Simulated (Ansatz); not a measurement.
An Ansatz (a program for electronic structure) input (Ansatz, PBE, PAW, cutoff 420 eV, spin-orbit coupling left out):

Ansatz 0.2 input:
```yaml
crystal:
  lattice:
    - [2.8240742126, 0, 0]
    - [0, 2.8240742126, 0]
    - [0, 0, 4.1562480406]
  atoms:
    - { symbol: Ti, position: [0, 0, 0] }
    - { symbol: Al, position: [0.5, 0.5, 0.5] }
basis: { ecutwfc: 420, ecutrho_ratio: 4, xc_grid: 2, fft_grid_basis: typed }
kpoints: { mp_grid: { grid: [20, 20, 14] } }
hamiltonian:
  xc: pbe
  dispersion: none
  pseudopotentials: { kind: paw }
scf: { occupations: { method: fermi_dirac, width: 0.1 }, convergence: { dr2_threshold: 0.0000000002 } }
relax: { f_tol: 0.005, max_steps: 50 }
output: { forces: true, stress: true }
checkpoint: { write: state.ck, write_every: 1000 }
```

Task: Which symmetry and how many k-points will the program report, and about how many plane waves at Γ?

Result: Space group P4/mmm (ITA 123) with 16 operations, k-points 528 of 5600, and 673 plane waves at Γ.

Task: And the final pressure?

Result: -2.15 GPa (compression positive).

The cells carry an imposed strain or load. Stability against distortions was not tested. All final runs are without spin polarisation. The cell was made from TiAl (space group P4/mmm, No. 123) by this change: uniaxial strain ε_zz = +2.00 %.
